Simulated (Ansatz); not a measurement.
The reference is Zr3N4 (space group I-43d, No. 220; a = 6.783 Å).

(Cell as relaxed with PBE.)

Levels (all Ansatz, a program for electronic structure, PAW): PBE (420 eV, spin-orbit coupling left out); PBEsol (420 eV, scalar-relativistic without spin-orbit coupling).

Each level relaxes its own structure.

```csv
base,PBE,PBEsol
volume per atom,11.14 Å³,10.75 Å³
lattice parameter a,6.783 Å,6.703 Å
band gap,0.70 eV,0.75 eV
```

It is then changed as follows: hydrostatic tension (pressure −1 GPa).

| quantity | PBE | PBEsol |
|---|---|---|
| gap character | direct at Γ | [?] |
| volume per atom | 11.20 Å³ | [?] |
| shift of the gap caused by the change | -0.01 eV | [?] |
| band gap | 0.69 eV | [?] |

Question: What does PBEsol give?

Answer: 
- gap character, PBEsol: direct at Γ
- volume per atom, PBEsol: 10.80 Å³
- shift of the gap caused by the change, PBEsol: -0.02 eV
- band gap, PBEsol: 0.74 eV

PBE's volume per atom lies 0.405 Å³ above PBEsol's (3.8 %); PBE's band gap lies 0.05 eV below PBEsol's; the two agree on the gap character. Neither level is exact; PBEsol is the comparison here, not a measurement.

Load acts through the strain it causes; cell and atoms are relaxed under it. Stability against distortions was not tested.
